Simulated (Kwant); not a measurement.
Model system: wire with a side stub in a CdTe two-dimensional gas. Effective mass 0.096 mₑ, grid spacing 6.7 nm, hard walls, nominal width 200 nm (29 grid rows, so walls 201 nm apart), one parabolic valley, scattering region 600 nm long along x; energies count from the band bottom; Fermi energy swept from 7.834e-05 to 0.00093028 eV. Closed stub on one side, 270 nm wide and 120 nm deep.

Constants are typed, rounded textbook-type inputs, not results; the design itself was drawn at random and stands for no fabricated device.

Kwant, effective-mass tight-binding model on a square grid, one spin, coherent transport at 0 K. Conductance is in e²/h.

Question: How many channels do the leads carry at E = 0.307, 0.451, 0.780 meV?

Answer: The hard-wall thresholds are n² ħ²π²/(2mW²) = n² × 0.0970 meV with W = 201 nm. √(0.307/0.0970) = 1.78, so 1. √(0.451/0.0970) = 2.16, so 2. √(0.780/0.0970) = 2.84, so 2.
